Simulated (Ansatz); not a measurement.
Where the default PAW files enter, the runs use the earlier of Ansatz's two default sets.

Consider the following.

```
CELL_PARAMETERS angstrom
      2.55394     0.00000     0.00000
     -1.27697     2.21178     0.00000
      0.00000     0.00000     4.22685
ATOMIC_POSITIONS crystal
  B  0.66667 0.33333 0.99972
  B  0.33333 0.66667 0.49972
  N  0.66667 0.33333 0.62528
  N  0.33333 0.66667 0.12528
```

Space group of this cell: P6_3mc, wurtzite. The cell is taken as given; by r2SCAN its mean pressure is -5.0 GPa.

The numbers are results of r2SCAN (plane waves, PAW; Ansatz, a program for electronic structure), not measurements.

The current runs along the normal of the first two printed vectors; no spin-orbit coupling. Scaled by the factor s: both lengths across the current (ions clamped). Meshes 18×18×8 and 18×18 across the current in all rows.

```
s     mean pressure (GPa)  slowest mid-gap decay constant κ (1/Å)
----  -------------------  --------------------------------------
0.98                 11.4                                   0.346
1.00                 -5.0                                   0.367
1.02                -18.5                                       ?
```

Take the slope of the slowest mid-gap decay constant κ against ln s from the two given rows, extrapolate to s = 1.02, and say what the run there gives.

Slope = (0.346 − 0.367) / ln 0.98 = 1.04 1/Å. The line gives 0.367 + (1.04) × ln 1.02 = 0.388 1/Å. The run gives 0.389 1/Å, 0.001 1/Å over the line, 7 % of the predicted step.
